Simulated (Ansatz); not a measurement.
Ansatz (an electronic-structure program) run on LiYb2Cl5 (C2/c, 16 atoms in the cell): relaxation of cell and atoms.

Method: PBEsol-D3BJ, default PAW files made with PBE (plane waves; Ansatz).

```
LiYb2Cl5
1.0
    7.57430    -3.24028     0.00000
    7.57430     3.24028     0.00000
   -0.67072     0.00000     7.03614
Li Yb Cl
2 4 10
Direct
  0.50000   0.00000   0.00000
  0.00000   0.50000   0.50000
  0.66915   0.12479   0.43077
  0.33085   0.87521   0.56923
  0.87521   0.33085   0.06923
  0.12479   0.66915   0.93077
  0.29183   0.52697   0.57653
  0.70817   0.47303   0.42347
  0.47303   0.70817   0.92347
  0.52697   0.29183   0.07653
  0.93567   0.06433   0.75000
  0.06433   0.93567   0.25000
  0.70809   0.85443   0.68232
  0.29191   0.14557   0.31768
  0.14557   0.29191   0.81768
  0.85443   0.70809   0.18232
```

Reference input (self-consistent single point, DFT, PBEsol, plane waves, default PAW files made with PBE): kpoints.mp_grid.grid = 5 5 4; hamiltonian.xc = pbesol; hamiltonian.pseudopotentials = {kind: paw} (the program's default PAW files); scf.occupations.method = fermi_dirac; scf.occupations.width = 0.0037 Ry. This run's input differs from it in these lines:

```diff
@@ -27,2 +27,3 @@
   xc: pbesol
+  dispersion: d3bj
   pseudopotentials: { kind: paw }
@@ -30,2 +31,4 @@
   occupations: { method: fermi_dirac, width: 0.0037 Ry }
+relax:
+  cell: {}
 output:
```

Output (repeated stretches shortened):

```
   [... SCF lines of the steps left out ...]
relax step   1: F+E_penalty+E_count = -65758.32397378 eV  Δ(F+E_penalty+E_count) = +0.000e0 eV  max|allowed force component| = 2.725e-2 eV/Å  Δτ_max = 0.0000 Å  P = -2.875 GPa  Ω = 345.373 Å³  (9 SCF iters, dr2 threshold 1.00e-7 eV, accepted)
relax step   2: F+E_penalty+E_count = -65758.45170680 eV  Δ(F+E_penalty+E_count) = -1.277e-1 eV  max|allowed force component| = 3.196e-1 eV/Å  Δτ_max = 0.1046 Å  P = +2.063 GPa  Ω = 307.553 Å³  energy of the carried Pulay correction = +8.342e-3 eV  [...]
   [... lines left out ...]
relax step   7: F+E_penalty+E_count = -65758.58799997 eV  Δ(F+E_penalty+E_count) = -1.198e-4 eV  max|allowed force component| = 1.003e-3 eV/Å  Δτ_max = 0.0039 Å  P = -0.007 GPa  Ω = 319.539 Å³  energy of the carried Pulay correction = +5.595e-3 eV  [...]
relax step   8: F+E_penalty+E_count = -65758.58346012 eV  Δ(F+E_penalty+E_count) = +4.540e-3 eV  max|allowed force component| = 1.110e-3 eV/Å  Δτ_max = 0.0000 Å  P = -0.020 GPa  Ω = 319.539 Å³  stress off target by 2.29e-2 GPa  SCF on the basis [...]
basis re-selected at this cell: Δ(F+E_penalty+E_count) = +4.540e-3 eV, ΔP = -0.013 GPa vs the last step
the relaxation is at rest under the 4 symmetry operations that the run kept from its start: a minimum is not shown …
Free energy (F): -65758.583460 eV
Internal energy: -65758.583459 eV  (E = F + TS)
E sigma→0 (E₀):  -65758.583459 eV
Entropy (-TS):   -0.000001 eV (-0.000 meV/atom)
Fermi energy:    11.253491 eV
--- Forces (eV/Å), atoms counted from 1 ---
  atom   1  Li     0.00000000     0.00000000     0.00000000
   [... lines left out ...]
  cell:  # Å, volume = 319.5389 Å³
   [... lines left out ...]
    - { symbol: Cl, position: [0.703638302244867, 0.8558392400531692, 0.68612276780076] }
    - { symbol: Cl, position: [0.2963616977551329, 0.14416075994683064, 0.31387723219923996] }
    - { symbol: Cl, position: [0.14416075994683059, 0.296361697755133, 0.81387723219924] }
    - { symbol: Cl, position: [0.8558392400531692, 0.703638302244867, 0.18612276780076] }
```

The run converged. 

Summary of the result:
| Item | Value |
|---|---|
| Free energy E − TS (on the zero of these files) | -65758.5835 eV |
| Gap on the k-point mesh | 1.44 eV |
| Pressure | -0.02 GPa |
| Largest force (vector length) | 0.001 eV/Å |
| Dispersion energy | -4.164 eV |
| Final cell | a = b = 7.9873 Å, c = 6.9751 Å, α = β = 95.42°, γ = 46.21° |
| Final volume per atom | 19.97 Å³ |
| Relaxation steps | 8 |

The starting cell comes from a database of computed structures (which also holds hypothetical and non-ambient phases and stackings), without a prior relaxation at this level. Its lattice was rescaled by a random factor within 2.5 % of one. Spin-orbit coupling is off. The f electrons are in the valence without U or exact exchange, which can misplace them near the Fermi level. Spin-orbit terms, which matter for f shells, are left out. The relaxation keeps the symmetry of its start, so its end need not be a minimum. Ansatz's pressure includes its estimate of the finite-basis (Pulay) stress.

Cost on one core of a shared machine: roughly 20 min.

Keys are those of Ansatz 0.2.
